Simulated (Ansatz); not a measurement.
Relaxation of the outer planes of the (100) surface of cubic BaHfO3 in its 1x1 cell (cut with top plane Ba + O, bottom plane Ba + O), relaxed from an ideal cut (the real face may reconstruct), outermost plane spacing 2.10 Å in the ideal cut (one of several cuts of this face), with 1 Ba, 1 O a cell over the bulk's ratio.

Level of theory: PBE (plane waves to 420 eV, PAW; Ansatz, a quantum-chemistry and plane-wave program).

Set-up: 17 atoms, Ba4Hf3O10, 12.6 Å thick at the start; mesh 6x6x1; 0.025 eV smearing; dipole correction on; all atoms relaxed; symmetry of the start imposed; no spin, no spin-orbit, no U.

```
plane     atoms  bulk spacing to the next (Å)  relaxed spacing (Å)  change (%)         rumpling (Å)
-----  --------  ----------------------------  -------------------  ----------  -------------------
1        Ba + O                         2.103                1.997        -5.1   0.13 (O outermost)
2      2 O + Hf                         2.103                2.148         2.1  0.03 (Hf outermost)
```
